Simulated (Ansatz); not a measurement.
Results of HSE06 in Ansatz (plane waves, PAW) for GaAl3As4 (model structure, P-4m2, No. 115, 8 atoms in the cell).

Settings: plane-wave cutoff 460 eV, 6×6×2 k mesh (along the axes of the cell as run), Fermi–Dirac smearing 0.01 eV, scalar-relativistic PAW data made under PBE.

Cell (relaxed with PBEsol):

```cif
data_Al3As4Ga
_chemical_formula_sum 'Ga1 As4 Al3'
_space_group_name_H-M_alt 'P 1'
_space_group_IT_number 1
_cell_length_a 4.01150
_cell_length_b 4.01150
_cell_length_c 11.33522
_cell_angle_alpha 90.000
_cell_angle_beta 90.000
_cell_angle_gamma 90.000
loop_
_space_group_symop_operation_xyz
  'x, y, z'
loop_
_atom_site_label
_atom_site_type_symbol
_atom_site_fract_x
_atom_site_fract_y
_atom_site_fract_z
_atom_site_occupancy
Ga1 Ga 0.00000 0.00000 0.00000 1
As1 As 0.50000 0.00000 0.12489 1
Al1 Al 0.50000 0.50000 0.24965 1
As2 As 0.00000 0.50000 0.37480 1
Al2 Al 0.00000 0.00000 0.50000 1
As3 As 0.50000 0.00000 0.62520 1
Al3 Al 0.50000 0.50000 0.75035 1
As4 As 0.00000 0.50000 0.87511 1
```

**Question.** Predict the band gap and smallest direct gap on the k points sampled.

**Answer.** 
- band gap = 2.07 eV (on the SCF k mesh)
- smallest direct gap on the k points sampled = 2.08 eV

Note: the relaxation could raise the start's symmetry but not lower it, so the cell can be a saddle point; cell and atoms aren't relaxed at this level (largest force component 0.06 eV/Å, pressure 0.5 GPa).

Spin–orbit coupling is not included.

Computed values are for the static lattice.

A model structure was made by putting elements into a prototype or built by hand; it is no filed structure, need not be a known phase, and can be a saddle point held by its symmetry.

Ansatz is a program for electronic structure.
